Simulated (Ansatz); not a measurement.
The (311) face of silicon can be cut between different planes. Symmetric, stoichiometric slabs relaxed in the 1x1 cell (24.8 Å²): top plane Si, 1.24 Å over the next in the ideal cut; top plane Si, 0.41 Å over the next in the ideal cut.

Computed with PBE (plane waves to 420 eV, PAW; Ansatz, an electronic-structure program).

Put the candidates in order of surface energy, lowest first, for PBE.

the cut with an outer spacing of 1.24 Å (1.51 J/m²; 2 Si–Si bonds formed), the cut with an outer spacing of 0.41 Å (1.65 J/m²)
